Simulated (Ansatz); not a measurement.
**Cu3N under a change: pressure 22.5 GPa**

The reference is Cu3N (space group Pm-3m, No. 221; a = 3.765 Å).

It is then changed as follows: a hydrostatic pressure of 22.5 GPa.

Level of theory: plane-wave PAW DFT at the PBEsol level (Ansatz, a program for electronic structure, 420 eV), no spin-orbit coupling. Settings: 12×12×12 k-points, 0.05 eV Fermi–Dirac smearing.

```json
[
 {"quantity": "volume per atom", "base": "13.34 Å³", "changed": "11.77 Å³", "shift": "-1.57 Å³"},
 {"quantity": "lattice parameter a", "base": "3.765 Å", "changed": "3.611 Å", "shift": "-0.154 Å"},
 {"quantity": "shortest interatomic distance", "base": "1.882 Å", "changed": "1.805 Å", "shift": "-0.077 Å"},
 {"quantity": "band gap", "base": "zero", "changed": "zero", "shift": "–"}
]
```

Load acts through the strain it causes; cell and atoms are relaxed under it. No phonon test of stability was made. Competing high-pressure phases were not computed. All final runs are without spin polarisation. Gaps under 0.05 eV, about the width of the smearing, are given as zero. A zero or small gap of Cu3N can be the functional's error rather than a property of the material.
